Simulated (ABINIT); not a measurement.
Worked example: self-consistent single point of Ge (Fd-3m, 2 atoms in the cell) in ABINIT.

Method of the run: PBE, PAW (JTH v2.0 PBE PAW) (plane waves; ABINIT).

The change in words: lattice scaled by 0.98. Reference geometry:
```
Ge
1.0
    0.00000     2.85445     2.85445
    2.85445     0.00000     2.85445
    2.85445     2.85445     0.00000
Ge
2
Cartesian
  2.85445   2.85445   2.85445
  4.28167   4.28167   4.28167
```

Reference input (self-consistent single point, DFT, PBE, plane waves, PAW (JTH v2.0 PBE PAW)): pseudos = [Ge.GGA_PBE-JTH.xml]; ecut = 21 Ha; pawecutdg = 42 Ha; pawxcdev = 0; ixc = 11; occopt = 3; tsmear = 0.00183747 Ha; ngkpt = 13 13 13; nshiftk = 1; shiftk = 0 0 0; potentials = JTH v2.0 PBE PAW; nband = 19. This run's input differs from it in these lines:

```diff
@@ -3,7 +3,7 @@
 pseudos "Ge.GGA_PBE-JTH.xml"
-acell 7.6284500163 7.6284500163 7.6284500163
+acell 7.4758810159 7.4758810159 7.4758810159
 rprim
-        -0.0000000000    0.7071067812    0.7071067812
+         0.0000000000    0.7071067812    0.7071067812
          0.7071067812   -0.0000000000    0.7071067812
-         0.7071067812    0.7071067812   -0.0000000000
+         0.7071067812    0.7071067812    0.0000000000
 natom 2
@@ -17,2 +17,3 @@
 pawecutdg 42 Ha
+pawovlp -1
 pawxcdev 0
```

Log, with long lists cut:

```
--- !BeginCycle
solver: {iscf: 17, nstep: 80, nline: 4, wfoptalg: 10, }
tolerances: {tolvrs: 1.00E-12, }
...

     iter   Etot(hartree)      deltaE(h)  residm     nres2
 ETOT  1  -190.26372059393    -1.903E+02 5.349E+00 2.788E+00
 ETOT  2  -191.16071439452    -8.970E-01 3.188E-01 1.056E+00
 ETOT  3  -191.15673931873     3.975E-03 1.510E-01 1.864E-01
 ETOT  4  -191.15613202749     6.073E-04 2.934E-02 3.303E-02
 ETOT  5  -191.15605157514     8.045E-05 3.717E-02 5.974E-03
   [... 5 lines left out ...]
 ETOT 11  -191.15612336074    -6.156E-11 1.111E-03 2.074E-09
 ETOT 12  -191.15612336075    -4.974E-12 1.896E-03 2.773E-11
 ETOT 13  -191.15612336075    -2.274E-13 4.741E-04 4.946E-12
 ETOT 14  -191.15612336075    -6.537E-13 1.212E-03 1.413E-13
 At SCF step   14       nres2   =  1.41E-13 < tolvrs=  1.00E-12 =>converged.

 Cartesian components of stress tensor (hartree/bohr^3)
  sigma(1 1)= -1.96260912E-04  sigma(3 2)=  0.00000000E+00
  sigma(2 2)= -1.96260912E-04  sigma(3 1)=  0.00000000E+00
  sigma(3 3)= -1.96260912E-04  sigma(2 1)=  0.00000000E+00

 ----iterations are completed or convergence reached----

 reduced coordinates (array xred) for    2 atoms
       0.500000000000      0.500000000000      0.500000000000
       0.750000000000      0.750000000000      0.750000000000
 cartesian forces (eV/Angstrom) at end:
    1      0.00000000000000    -0.00000000000000    -0.00000000000000
    2     -0.00000000000000     0.00000000000000     0.00000000000000
 frms,max,avg= 1.1343489E-29 1.7905206E-29   0.000E+00  0.000E+00  0.000E+00 e/A
   [... lines left out ...]
 Fermi (or HOMO) energy (eV) =   7.49706   Average Vxc (eV)=  -9.40300
   [... lines left out ...]
'-kT*entropy'       : -5.18080512627723E-06
total_energy        : -1.91156123253941E+02
total_energy_eV     : -5.20162264705247E+03
...

-Cartesian components of stress tensor (GPa)         [Pressure=  5.7742E+00 GPa]
- sigma(1 1)= -5.77419442E+00  sigma(3 2)=  0.00000000E+00
- sigma(2 2)= -5.77419442E+00  sigma(3 1)=  0.00000000E+00
- sigma(3 3)= -5.77419442E+00  sigma(2 1)=  0.00000000E+00

 Calculation completed.
```

The run converged in 14 iterations. Against the reference run the free energy rises by 35.0 meV/atom and the pressure goes from 1.13 to 5.77 GPa.

The starting cell comes from a database of computed structures (which also holds hypothetical and non-ambient phases and stackings), without a prior relaxation at this level. Its lattice was rescaled by a random factor within 2.5 % of one. For this run, on top of that: lattice scaled by 0.98. With a pressure of about 6 GPa the cell is away from its equilibrium volume at this level.

Cost on one core of a shared machine: roughly 70 s.
